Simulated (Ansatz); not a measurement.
Start from HfN in the rock salt structure (space group Fm-3m, No. 225; a = 4.548 Å; relaxed with 0.1 eV smearing).

Level of theory: PBE/PAW in Ansatz (a program for electronic structure), without spin-orbit coupling.

Before the change:

The pressure is 0.0 GPa.

Now apply this change: every lattice vector is shortened by 1.50 %; the atoms relax in the strained cell.

**Question.** What happens to the energy relative to the base and pressure?

**Answer.** The energy goes up by 21 meV/atom; the pressure goes from zero to 13.1 GPa.

Whether these cells are dynamically stable was not tested. The final runs are not spin-polarised. An odd electron count without spin: HfN.
